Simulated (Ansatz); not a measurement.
Consider the following.

```
CELL_PARAMETERS angstrom
      0.00000     3.23331     3.23331
      3.23331     0.00000     3.23331
      3.23331     3.23331     0.00000
ATOMIC_POSITIONS crystal
  Ge 0.00000 0.00000 0.00000
  Mg 0.25000 0.25000 0.25000
  Mg 0.75000 0.75000 0.75000
```

No spin polarisation.

Computed with DFT with PBE, PAW potentials and a 420 eV plane-wave cutoff in Ansatz (a first-principles code), no SOC. Settings: 9×9×9 k-points, 0.05 eV Fermi–Dirac smearing.

### Question
Estimate the gap character.

### Answer
Indirect, Γ → X.

### Question
What width of the top valence band does the calculation give?

### Answer
2.61 eV.

Load acts through the strain it causes; cell and atoms are relaxed under it. Stability against distortions was not tested. The cell was made from Mg₂Ge in the anti-fluorite structure (space group Fm-3m, No. 225) by this change: pressure −1 GPa. The zero or small gap of Mg2Ge can change with the level of theory.
